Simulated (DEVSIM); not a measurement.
# illuminated CdTe p-on-n cell, one wavelength

Structure: illuminated CdTe p-on-n cell, one wavelength, at 250 K.

| layer (left to right) | material | thickness (μm) | Nd (cm⁻³) | Na (cm⁻³) | τn (s) | τp (s) | absorption coefficient (cm⁻¹) |
|---|---|---|---|---|---|---|---|
| 1 | CdTe | 0.560 | - | 3.1e18 | 1.7e-8 | 2e-10 | 16000 |
| 2 | CdTe | 4.20 | 1.5e17 | - | 1.8e-8 | 1.8e-8 | 16000 |

Left contact: ohmic, minority electron recombination velocity 10 cm/s. Right contact: ohmic, minority hole recombination velocity 2e6 cm/s. Voltage is applied to the left contact. Recombination: SRH at mid-gap, radiative, Auger. Light enters at the left, 4.7e17 photons cm⁻² s⁻¹, one pass, no reflection. Mobility is constant in doping.

Constants are typed, rounded textbook-type inputs, not results; the design itself was drawn at random and stands for no fabricated device. Values at 300 K; Nc and Nv go as T^1.5, mobilities as T to minus their exponent, the gap by Varshni's rule with the affinity fixed.

| parameter | CdTe |
|---|---|
| gap (eV) | 1.5 |
| affinity (eV) | 4.28 |
| permittivity | 10.2 |
| Nc (cm⁻³) | 8e17 |
| Nv (cm⁻³) | 1.8e19 |
| μn (cm²/Vs) | 1000 |
| μp (cm²/Vs) | 80 |
| T exponent of μn | 1.7 |
| T exponent of μp | 1.5 |
| B (cm³/s) | 1e-10 |
| Cn (cm⁶/s) | 1e-30 |
| Cp (cm⁶/s) | 1e-30 |
| Varshni α (eV/K) | 0.00031 |
| Varshni β (K) | 108 |

Simulated with DEVSIM: 1D drift-diffusion, Boltzmann statistics, complete ionisation; no tunnelling, impact ionisation, image-force lowering or self-heating.

| Property | Value |
|---|---|
| Potential step across the device at zero bias | 1.452 V |
| Largest field in the device at zero bias | 270000 V/cm |
| Dark forward voltage at 1 A/cm² | 1.260 V |
| Dark forward voltage at 100 A/cm² | 1.367 V |
| Short-circuit current | 67.6 mA/cm² |
| Open-circuit voltage | 1.200 V |
| Fill factor | 0.89 |
| Largest power | 72.3 mW/cm² |
| Share of generated pairs collected at short circuit | 0.898 |

Current under light (generator sign):

```tsv
V (V)	J (mA/cm²)
0.00	67.6
0.20	67.5
0.40	67.5
0.62	67.3
0.82	67.2
1.04	66.9
1.06	66.7
1.08	66.4
1.10	65.7
1.12	64.3
1.14	61.3
1.16	54.4
1.18	38.2
1.20	-0.782
```

Small-signal capacitance in reverse bias (quasi-static):

```
V (V)  C (nF/cm²)
-----  ----------
-0.04        84.5
-0.1         82.8
-0.2         80.2
-0.3         77.8
-0.4         75.6
-0.6         71.8
-0.8         68.5
-1           65.6
-1.3         61.8
-1.6         58.7
-2           55.1
```
